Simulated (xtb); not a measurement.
xtb 6.7.1, GFN2-xTB: Mo(OH)4(H)2 ([OH][MoH2]([OH])([OH])[OH]), 11 atoms. The geometry is a generated start, not checked to be a minimum at this level.

```yaml
run_flags: --grad
method: GFN2-xTB
"--acc": 1 (default)
"--etemp (K)": 300 (default)
basis_functions: 32
valence_electrons: 36
```

```xyz
11

Mo     0.1565    -0.1500    -0.0857
O      1.3793     1.0810     0.2865
H      2.0829     1.7051     0.4930
O     -0.4301    -0.0542     1.6353
H     -0.4789    -0.1456     2.5863
O     -0.7618     1.0847    -1.0568
H     -1.0724     1.6151    -1.7880
O     -1.1105    -1.3393    -0.4300
H     -1.7750    -2.0082    -0.6256
H      1.1292    -1.3182     0.4900
H      0.8807    -0.4705    -1.5050
```

Charge 0 and multiplicity 1 are set for this test and not shown to be the ground state.

One run each on 1 thread. Values of broydamp tried: 0.02, 0.05, 0.1, 0.2, 0.4 (default), 0.6, 0.8, 1.

Task: How does the count of SCC iterations change with broydamp, and where is it least?

Result: Fewest SCC iterations, within one of each other: 0.4 (default) with 13, 0.6 with 14, 0.8 with 14, 1 with 14. The count rises to 23 at 0.02. All converge to one solution.

| broydamp | SCC iterations | end |
|---|---|---|
| 0.02 | 23 | same solution |
| 0.05 | 20 | same solution |
| 0.1 | 18 | same solution |
| 0.2 | 15 | same solution |
| 0.4 (default) | 13 | same solution |
| 0.6 | 14 | same solution |
| 0.8 | 14 | same solution |
| 1 | 14 | same solution |
